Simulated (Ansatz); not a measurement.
CdTiO3 (model structure, started from the tetragonal perovskite type, P4mm, No. 99, 5 atoms in the cell), treated with HSE06+SOC (Ansatz, a program for electronic structure, PAW).

Run with plane-wave cutoff 460 eV, 6×6×6 k mesh, Fermi–Dirac smearing 0.01 eV, PAW data made under PBE.

Cell (relaxed with PBEsol):

```cif
data_CdO3Ti
_chemical_formula_sum 'Ti1 Cd1 O3'
_space_group_name_H-M_alt 'P4mm'
_space_group_IT_number 99
_space_group_name_Hall 'P 4 -2'
_cell_length_a 3.78491
_cell_length_b 3.78491
_cell_length_c 4.16370
_cell_angle_alpha 90.000
_cell_angle_beta 90.000
_cell_angle_gamma 90.000
loop_
_atom_site_label
_atom_site_type_symbol
_atom_site_symmetry_multiplicity
_atom_site_Wyckoff_symbol
_atom_site_fract_x
_atom_site_fract_y
_atom_site_fract_z
_atom_site_occupancy
Ti1 Ti 1 b 0.50000 0.50000 0.45646 1
Cd1 Cd 1 a 0.00000 0.00000 0.03529 1
O1 O 1 b 0.50000 0.50000 0.88329 1
O2 O 2 c 0.00000 0.50000 0.36548 1
```

Problem. Estimate the band gap and smallest direct gap on the k points sampled that the calculation returns.

Solution. 
- band gap = 1.99 eV (indirect)
- smallest direct gap on the k points sampled = 2.94 eV

Note: the relaxation could raise the start's symmetry but not lower it, so the cell can be a saddle point; cell and atoms aren't relaxed at this level.

Static lattice: no zero-point or thermal effects.

A model structure was made by putting elements into a prototype or built by hand; it is no filed structure, need not be a known phase, and can be a saddle point held by its symmetry.
